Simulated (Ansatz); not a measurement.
Consider Rh2Ge (space group Pnma, No. 62; a = 5.491 Å, b = 4.011 Å, c = 7.578 Å). Axes: x, y, z lie along a, b, c of the conventional cell.

Calculations: r2SCAN/PAW in Ansatz (a quantum-chemistry and plane-wave program), no spin-orbit coupling, earlier PAW set.

Strains are applied to the cell and any free atomic positions relax; under biaxial strain the out-of-plane vector relaxes too.

One change was made to it. Results:

```json
[
 {"quantity": "pressure (mean of the normal stresses, compression positive)", "base": "0.0 GPa", "after": "2.3 GPa"},
 {"quantity": "shortest interatomic distance", "base": "2.469 Å", "after": "2.465 Å"},
 {"quantity": "band gap", "base": "zero", "after": "zero"}
]
```

**Question.** Name the change that was made.
A) uniaxial strain ε_zz = +5.96 %
B) biaxial strain −1.28 %, plane normal [001], relaxed out of plane
C) tensor shear ε_xy = −3.47 %
D) uniaxial strain ε_yy = −3.11 %

**Answer.** B, biaxial strain −1.28 %, plane normal [001], relaxed out of plane. For comparison, the pressure in the other runs: uniaxial strain ε_yy = −3.11 % gives 8.2 GPa; tensor shear ε_xy = −3.47 % gives 1.1 GPa; uniaxial strain ε_zz = +5.96 % gives -11.1 GPa.

Without a gap, meshes like the base's 7×9×5 leave anisotropic stresses uncertain by several tenths of a GPa, and small strain energies with them. Stability against distortions was not tested. All final runs are without spin polarisation.
